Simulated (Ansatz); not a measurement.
## H on the 1x1 (110) surface of 3C silicon carbide (cut with top plane C + Si), one in a 2x2 cell, started at the site 'over C at depth 1.5 Å'

Host crystal: 3C silicon carbide, with a band gap (PBE, scalar-relativistic without spin-orbit coupling).

The numbers are results of PBE (plane waves to 420 eV, PAW; Ansatz, an electronic-structure program), not measurements.

Model: 49-atom slab, 7.7 Å thick at the start under the adsorbate (thin: gaps and levels are the slab's own), 3x3x1 mesh, Fermi-Dirac 0.01 eV, dipole correction, 24 atoms held, the rest relaxed; held to the start's symmetry, so lower structures may exist; spin-polarised, ending with about 1.0 μB a cell; orders that need a larger cell were not tried, no spin-orbit, no U, no dispersion correction. At the end it is bonded to Si. In PBE this state lies 1.04 eV over the lowest of the starts that converged ('over Si at depth 1.5 Å').

The adsorption energy against ½ H2(g) comes out as -0.24 eV, the change of the step from the bottom to the top vacuum level, against the clean slab comes out as -0.11 eV and the energy released by relaxation is 1.40 eV. The height of the binding atom over the mean of the host atoms within 0.3 Å of the top one is 2.499 bohr and the magnetic moment of the cell is 1.00 μB. The nearest host atoms of the binding atom comes out as Si at 1.49 Å, C at 2.77 Å, C at 2.77 Å and the largest move of a host atom is 0.37 Å. The cost is roughly 16 core-minutes.

A negative adsorption energy means that the adsorbate is more stable on the surface than in its reference.
